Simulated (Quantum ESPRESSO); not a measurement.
Worked example: self-consistent single point of K2Se (Fm-3m, 3 atoms in the cell) in Quantum ESPRESSO.

Method: LDA (PZ), GBRV 1.5 ultrasoft (LDA) pseudopotentials (plane waves; Quantum ESPRESSO).

The change in words: lattice scaled by 0.98. Reference geometry:
```
CELL_PARAMETERS angstrom
      0.00000     3.83595     3.83595
      3.83595     0.00000     3.83595
      3.83595     3.83595     0.00000
ATOMIC_POSITIONS crystal
  K  0.25000 0.25000 0.25000
  K  0.75000 0.75000 0.75000
  Se 0.00000 0.00000 0.00000
```

Reference input (self-consistent single point, DFT, LDA (PZ), plane waves, GBRV 1.5 ultrasoft (LDA) pseudopotentials): ecutwfc = 40 Ry; ecutrho = 200 Ry; occupations = fixed; potentials = {K: k_lda_v1.4.uspp.F.UPF, Se: se_lda_v1.uspp.F.UPF}; K_POINTS = automatic 8 8 8 0 0 0; nbnd = 16; conv_thr = 1e-10 Ry; mixing_beta = 0.3. This run's input differs from it in these lines:

```diff
@@ -32,5 +32,5 @@
 CELL_PARAMETERS {bohr}
-   0.000000000     7.248904376     7.248904376
-   7.248904376     0.000000000     7.248904376
-   7.248904376     7.248904376     0.000000000
+   0.000000000     7.103926478     7.103926478
+   7.103926478     0.000000000     7.103926478
+   7.103926478     7.103926478     0.000000000
```

Log, with long lists cut:

```
     Self-consistent Calculation

     iteration #  1     ecut=    40.00 Ry     beta= 0.30

---- Real-time Memory Report at c_bands before calling an iterative solver
           148 MiB given to the printing process from OS
            50 MiB allocation reported by mallinfo(arena+hblkhd)
------------------

     total energy              =    -157.29234715 Ry
     estimated scf accuracy    <       0.48014446 Ry

     iteration #  2     ecut=    40.00 Ry     beta= 0.30

---- Real-time Memory Report at c_bands before calling an iterative solver
           182 MiB given to the printing process from OS
   [... lines left out ...]

---- Real-time Memory Report at c_bands before calling an iterative solver
           188 MiB given to the printing process from OS
            69 MiB allocation reported by mallinfo(arena+hblkhd)
------------------

     total energy              =    -157.36207905 Ry
     estimated scf accuracy    <          9.4E-10 Ry

     iteration # 27     ecut=    40.00 Ry     beta= 0.30

---- Real-time Memory Report at c_bands before calling an iterative solver
           188 MiB given to the printing process from OS
            69 MiB allocation reported by mallinfo(arena+hblkhd)
------------------
     End of self-consistent calculation

     highest occupied, lowest unoccupied level (ev):     2.4362    4.4548

!    total energy              =    -157.36207905 Ry
     estimated scf accuracy    <          5.9E-11 Ry

     convergence has been achieved in  27 iterations

     Forces acting on atoms (cartesian axes, Ry/au):

     atom    1 type  1   force =     0.00000000    0.00000000    0.00000000
   [... zero for the other atoms too ...]

     Total force =     0.000000     Total SCF correction =     0.000000

          total   stress  (Ry/bohr**3)                   (kbar)     P=      -12.84
  -0.00008729   0.00000000   0.00000000          -12.84        0.00        0.00
   0.00000000  -0.00008729  -0.00000000            0.00      -12.84       -0.00
   0.00000000  -0.00000000  -0.00008729            0.00       -0.00      -12.84

   JOB DONE.
```

The run converged in 27 iterations. Against the reference run the free energy falls by 13.8 meV/atom, the pressure goes from -2.20 to -1.28 GPa and the gap on the mesh goes from 1.898 to 2.019 eV. The full log also holds: “c_bands:  3 eigenvalues not converged”. The full log also holds: “c_bands:  4 eigenvalues not converged”.

The starting cell comes from a database of computed structures (which also holds hypothetical and non-ambient phases and stackings), without a prior relaxation at this level. For this run, on top of that: lattice scaled by 0.98.

Cost on one core of a shared machine: roughly 90 s.
